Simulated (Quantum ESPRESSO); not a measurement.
Several settings converged on FeAl (P4mm, 2 atoms in the cell)

```
CELL_PARAMETERS angstrom
      2.91873     0.00000     0.00000
      0.00000     2.91873     0.00000
      0.00000     0.00000     2.91873
ATOMIC_POSITIONS crystal
  Al 0.50000 0.50000 0.51713
  Fe 0.00000 0.00000 0.00000
```

Base method: LDA (PZ), PSlibrary PAW (LDA) pseudopotentials (plane waves; Quantum ESPRESSO).

Base settings: ecutwfc = 55 Ry; ecutrho = 330 Ry; occupations = smearing; smearing = fermi-dirac; degauss = 0.0073499 Ry; potentials = {Al: Al.pz-n-kjpaw_psl.1.0.0.UPF, Fe: Fe.pz-n-kjpaw_psl.1.0.0.UPF}; K_POINTS = automatic 9 9 9 0 0 0; conv_thr = 1e-10 Ry; mixing_beta = 0.4.

The count of work is k-points × plane waves × bands × iterations; it is no time. 

**Shifted k-point meshes**

Only quantities that move along the ladder and can be compared are tabulated.

```csv
K_POINTS,free energy less the last step's (meV/atom),pressure (GPa),largest difference of a force vector from the last step's (eV/Å),count of work / last
automatic 2 2 2 1 1 1,-57.42,-21.85,0.047,0.00038
automatic 4 4 4 1 1 1,60.48,-16.20,0.002,0.0023
automatic 6 6 6 1 1 1,5.23,-17.65,0.001,0.0068
automatic 8 8 8 1 1 1,-3.51,-17.90,0.001,0.017
automatic 10 10 10 1 1 1,-0.24,-17.80,0.000,0.031
automatic 33 33 33 1 1 1,0.00,-17.79,0.000,1.0
```

Coarsest K_POINTS that holds the forces within 0.01 eV/Å of the last step, with all finer ones: automatic 4 4 4 1 1 1, at 0.0023 of the last step's count of work; the step before is off by 0.047 eV/Å.

Coarsest K_POINTS that holds the pressure within 0.2 GPa of the last step, with all finer ones: automatic 6 6 6 1 1 1, at 0.0068 of the last step's count of work; the step before is off by 1.6 GPa.

Coarsest K_POINTS that holds the free energy within 2 meV/atom of the last step, with all finer ones: automatic 10 10 10 1 1 1, at 0.031 of the last step's count of work; the step before is off by 3.5 meV/atom.

**The k-point mesh at a smearing width of 0.05 eV**

In this ladder: degauss = 0.0036749 Ry.

The second cell is the first with its lattice scaled by 0.98.

Only quantities that move along the ladder and can be compared are tabulated.

| K_POINTS | free energy less the last step's (meV/atom) | energy of the compressed cell less the first (meV/atom) | pressure (GPa) | count of work / last |
|---|---|---|---|---|
| automatic 4 4 4 0 0 0 | -48.06 | -67.61 | -19.07 | 0.013 |
| automatic 6 6 6 0 0 0 | -3.49 | -63.30 | -18.20 | 0.025 |
| automatic 8 8 8 0 0 0 | 8.43 | -61.87 | -17.92 | 0.046 |
| automatic 12 12 12 0 0 0 | -1.96 | -63.05 | -18.15 | 0.12 |
| automatic 18 18 18 0 0 0 | -0.21 | -62.82 | -18.11 | 0.37 |
| automatic 27 27 27 0 0 0 | 0.00 | -62.80 | -18.11 | 1.0 |

Coarsest K_POINTS that holds the free energy within 0.5 meV/atom of the last step, with all finer ones: automatic 18 18 18 0 0 0, at 0.37 of the last step's count of work; the step before is off by 2.0 meV/atom.

Coarsest K_POINTS that holds the energy of the compressed cell less the first within 0.2 meV/atom of the last step, with all finer ones: automatic 18 18 18 0 0 0, at 0.37 of the last step's count of work; the step before is off by 0.25 meV/atom.

Coarsest K_POINTS that holds the pressure within 0.05 GPa of the last step, with all finer ones: automatic 12 12 12 0 0 0, at 0.12 of the last step's count of work; the step before is off by 0.19 GPa.

The energy difference between the two cells stays within 1 meV/atom of the last step's from automatic 6 6 6 0 0 0 on, the total only from automatic 18 18 18 0 0 0 on: much of the error is common to both cells and cancels.

**The SCF threshold**

The mesh stays at the base's, so the ladder's end is converged at best in this setting alone.

Only quantities that move along the ladder and can be compared are tabulated.

```tsv
conv_thr	free energy less the last step's (meV/atom)	count of work / last
0.0073 Ry	16.14	0.20
7.3e-05 Ry	0.02	0.33
7.3e-07 Ry	0.00	0.53
7.3e-09 Ry	0.00	0.67
1e-10 Ry	0.00	0.67
7.3e-14 Ry	0.00	1.0
```

Coarsest conv_thr that holds the free energy within 0.5 meV/atom of the last step, with all finer ones: 7.3e-05 Ry, at 0.33 of the last step's count of work; the step before is off by 16 meV/atom.

On the base run: the starting cell has typed, rounded lattice constants, without a prior relaxation at this level. Its lattice was rescaled by up to half a per cent. One atom was moved a little off its site on purpose. Spin polarisation is off. In the base run, with a pressure of about -18 GPa the cell is away from its equilibrium volume at this level.
